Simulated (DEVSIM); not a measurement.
Structure: abrupt CdTe n-p junction, at 300 K.

Layer 1 from the left is CdTe, thickness (μm) 58.0, Nd (cm⁻³) 1.2e17, τn (s) 6.4e-9, τp (s) 6.4e-9. Layer 2 from the left is CdTe, thickness (μm) 0.610, Na (cm⁻³) 1.7e17, τn (s) 6.4e-9, τp (s) 6.4e-9.

Left contact: ohmic. Right contact: ohmic. Voltage is applied to the left contact. Recombination: SRH at mid-gap. Mobility is constant in doping.

The device is made up for the run: typed textbook-type constants, with dimensions and the other settings drawn at random. Values at 300 K.

CdTe: gap (eV) 1.5, affinity (eV) 4.28, permittivity 10.2, Nc (cm⁻³) 8e17, Nv (cm⁻³) 1.8e19, μn (cm²/Vs) 1000, μp (cm²/Vs) 80.

Simulated with DEVSIM: 1D drift-diffusion, Boltzmann statistics, complete ionisation; no tunnelling, impact ionisation, image-force lowering or self-heating.

Dark forward current:

```csv
|V| (V),|J| (A/cm²)
0.05,1.104e-11
0.10,3.830e-11
0.15,1.105e-10
0.20,3.045e-10
0.25,8.275e-10
0.30,2.240e-9
0.35,6.061e-9
0.40,1.641e-8
0.45,4.452e-8
0.50,1.210e-7
0.55,3.301e-7
0.60,9.048e-7
0.65,2.500e-6
0.70,7.022e-6
0.75,2.040e-5
0.80,6.350e-5
0.85,0.0002243
0.90,0.0009524
0.95,0.004898
1.00,0.02902
1.05,0.1860
1.10,1.226
1.15,7.712
1.20,37.29
1.25,109.6
1.30,216.3
```

Task: Work out the local ideality factor n = ΔV / (kT/q · ln(J2/J1)) between the rows 0.15 and 0.20 V, 1.05 and 1.10 V, 1.25 and 1.30 V.

Result: kT/q = 25.85 mV. From 0.15 to 0.20 V: ln(3.045e-10/1.105e-10) = 1.014, n = 1.91, near the 2 of recombination in the depletion region. From 1.05 to 1.10 V: ln(1.226/0.1860) = 1.886, n = 1.03, near the 1 of diffusion or emission over a barrier. From 1.25 to 1.30 V: ln(216.3/109.6) = 0.680, n = 2.85; the layers' resistance at their doping, Σ W/(qμN) = 0.00033 Ω cm², would take 35 mV of this step of 50 mV.

Task: Estimate the current at 1.05 V from the Shockley equation with J0 = Σ q ni² D/(N L) coth(W/L), τ joining the SRH, radiative and Auger lifetimes that are on, and W taken as the whole layer.

Result: ni² = 9.07e11 cm⁻⁶; holes in the n layer: μ = 80.0 cm²/Vs, D = 2.07 cm²/s, τ = 6.40e-9 s, L = 1.15 μm, W/L = 50, term 2.18e-20 A/cm²; electrons in the p layer: μ = 1000 cm²/Vs, D = 25.9 cm²/s, τ = 6.40e-9 s, L = 4.07 μm, W/L = 0.15, term 3.65e-19 A/cm². J0 = 3.87e-19 A/cm², and J = J0 exp(qV/kT) = 0.169 A/cm². The simulation gives 0.186 A/cm²; the estimate lies 9.1 % below. The estimate leaves out recombination in the depletion region and that region's share of W.
